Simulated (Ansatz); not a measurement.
Start from BiB in the zinc blende structure (space group F-43m, No. 216; a = 5.4556 Å; a hypothetical phase, not in the database extracts checked).

Levels (all Ansatz, a program for electronic structure, PAW): PBEsol (420 eV, no spin-orbit coupling); r2SCAN (500 eV, scalar-relativistic without spin-orbit coupling); HSE06 (420 eV, scalar-relativistic without spin-orbit coupling).

One geometry, relaxed with PBEsol, under each level:

Notes on the quantities. hole mass: degenerate bands, along [100].

```json
[
 {"level": "PBEsol", "band gap": "0.45 eV", "lowest conduction level above the VBM at special points": "Γ 0.45 eV; L 0.46 eV; X 0.80 eV; U 1.24 eV", "electron mass": "0.034 mₑ (at Γ)", "hole mass": "0.033, 0.23, 0.23 mₑ (at Γ)", "pressure": "0.00 GPa"},
 {"level": "r2SCAN", "band gap": "0.54 eV", "lowest conduction level above the VBM at special points": "Γ 0.54 eV; L 0.60 eV; X 1.00 eV; U 1.48 eV", "electron mass": "0.036 mₑ (at Γ)", "hole mass": "0.034, 0.21, 0.21 mₑ (at Γ)", "pressure": "1.59 GPa"},
 {"level": "HSE06", "band gap": "1.01 eV", "lowest conduction level above the VBM at special points": "Γ 1.05 eV; L 1.01 eV; X 1.30 eV", "electron mass": "–", "hole mass": "–", "pressure": "–"}
]
```

Single points use the geometry relaxed with PBEsol. Their cutoffs differ, which shifts pressures a little. With Bi present, leaving out spin-orbit coupling can change the band edges. Effective masses come from finite differences of ±0.01 Å⁻¹. No phonon test of stability was made.
